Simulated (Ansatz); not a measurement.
# A computed series for BaTiO3: pressure series

Start from BaTiO3 (space group P4mm, No. 99; a = 3.985 Å, c = 4.204 Å).

Cell and atoms are relaxed at each pressure.

All numbers come from Ansatz (an electronic-structure program), PBE, PAW, cutoff 420 eV, spin-orbit coupling left out, earlier PAW set.

Q: Only one of these has a direct gap. Which?
A) pressure 60 GPa
B) pressure 4.2 GPa
C) pressure 9 GPa
D) pressure 1.8 GPa

A: A, pressure 60 GPa. Computed: pressure 1.8 GPa: indirect, A → Γ; pressure 60 GPa: direct at Γ; pressure 9 GPa: indirect, A → Γ; pressure 4.2 GPa: indirect, A → Γ

Load acts through the strain it causes; cell and atoms are relaxed under it. Whether these cells are dynamically stable was not tested. Competing high-pressure phases were not computed. The final runs are not spin-polarised. Along this pressure series the structure jumps between pressure 9 GPa and pressure 18 GPa; cells beyond that are another form of it. Labels are those of the standard path for the cell's own space group.
